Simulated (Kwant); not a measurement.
Device: six-terminal Hall bar in a GaN two-dimensional gas. Effective mass 0.22 mₑ, grid spacing 5.8 nm, hard walls, nominal width 150 nm (25 grid rows, so walls 150.8 nm apart), one parabolic valley, scattering region 390 nm long along x; energies count from the band bottom; Fermi energy 0.00185 eV. Four side probes 75 nm wide, two on each edge; current runs along x; the sign of the Hall resistance is a convention. Perpendicular field swept from 0.29297 to 5.9766 T, also in the leads; orbital effect alone.

Constants are typed, rounded textbook-type inputs, not results; the design itself was drawn at random and stands for no fabricated device.

Model: effective-mass tight-binding model on a square grid, one spin, coherent transport at 0 K (Kwant). Resistances are in h/e².

### Question
How many Landau levels lie under the Fermi energy, and what Hall resistance follows, at 1.85 meV and 0.582 T; 1.85 meV and 2.03 T; 1.85 meV and 4.44 T; 1.85 meV and 4.92 T?

### Answer
ħωc = ħeB/m = 0.526 meV a tesla; levels lie at (n + ½)ħωc. E/ħωc = 6.04 gives 6 levels and h/(6e²) = 0.167; simulated 0.115, off the plateau. E/ħωc = 1.73 gives 2 levels and h/(2e²) = 0.500; simulated 0.500. E/ħωc = 0.79 gives 1 level and h/(1e²) = 1.000; simulated 1.000. E/ħωc = 0.72 gives 1 level and h/(1e²) = 1.000; simulated 1.000. The count is that of a wide sample; where the walls of bar or probes squeeze the orbits, it misses.
